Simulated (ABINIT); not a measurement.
## Sensitivity of a calculation on Ba2Cd (I4/mmm, 3 atoms in the cell) to its settings

```xyz
3
Lattice="-2.0986 2.0986 7.5675 2.0986 -2.0986 7.5675 2.0986 2.0986 -7.5675" Properties=species:S:1:pos:R:3 pbc="T T T"
Ba     0.0000     0.0000     9.5427
Ba     0.0000     0.0000     5.5922
Cd     0.0000     0.0000     0.0000
```

Base run A: ABINIT with LDA (PW92), PAW (JTH v2.0 LDA PAW), self-consistent single point.

Its settings: pseudos = [Ba.LDA_PW-JTH.xml, Cd.LDA_PW-JTH.xml]; ecut = 20 Ha; pawecutdg = 40 Ha; pawxcdev = 0; ixc = 7; occopt = 6; tsmear = 0.00499791 Ha; ngkpt = 6 6 6; nshiftk = 1; shiftk = 0 0 0; potentials = JTH v2.0 LDA PAW; nband = 22; kptopt = 1; nstep = 80; tolvrs = 1e-11.

The starting cell comes from a database of computed structures (which also holds hypothetical and non-ambient phases and stackings), without a prior relaxation at this level. Its lattice was rescaled by a random factor within 2.5 % of one.

ΔF is the free energy per atom less that of run A. A dash stands where there is no value to compare (another energy zero or no entropy term, no result, no spin, no clean gap, or a mesh too coarse for one). Total energies depend on the potentials, the functional and any Hubbard or dispersion term, so they are compared only between runs that share all of them.

```csv
run,change,ΔF (meV/atom),pressure (GPa),largest force (eV/Å)
A,base,0.00,-1.11,0.041
B,tsmear: 0.00499791 Ha → 0.00183747 Ha,0.57,-1.11,0.049
C,"pseudos: [Ba.LDA_PW-JTH.xml, Cd.LDA_PW-JTH.xml] → [Ba.GGA_PBE-JTH.xml, Cd.GGA_PBE-JTH.xml]; ixc: 7 → 23; potentials: JTH v2.0 LDA PAW → JTH v2.0 PBE PAW [Wu-Cohen GGA]",–,-0.14,0.044
D,nband: 22 → 24,0.00,-1.11,0.041
E,tsmear: 0.00499791 Ha → 7.35e-05 Ha,0.46,-1.09,0.040
F,usexcnhat: default → 1; iscf: default → 7,–,-1.11,0.040
G,tolvrs: 1e-11 → default; toldfe: default → 1e-08 Ha,0.00,-1.12,0.041
H,ixc: 7 → 1 [LDA (Teter Pade)],–,-1.07,0.037
```

Run B against A: The free energy is nearly the same (within 1 meV/atom), the pressure stays at -1.11 GPa and the largest force goes from 0.041 to 0.049 eV/Å.

Run C against A: The pressure goes from -1.11 to -0.14 GPa and the largest force hardly changes (0.041 to 0.044 eV/Å).

Run H against A: The pressure hardly changes (-1.11 to -1.07 GPa) and the largest force goes from 0.041 to 0.037 eV/Å.
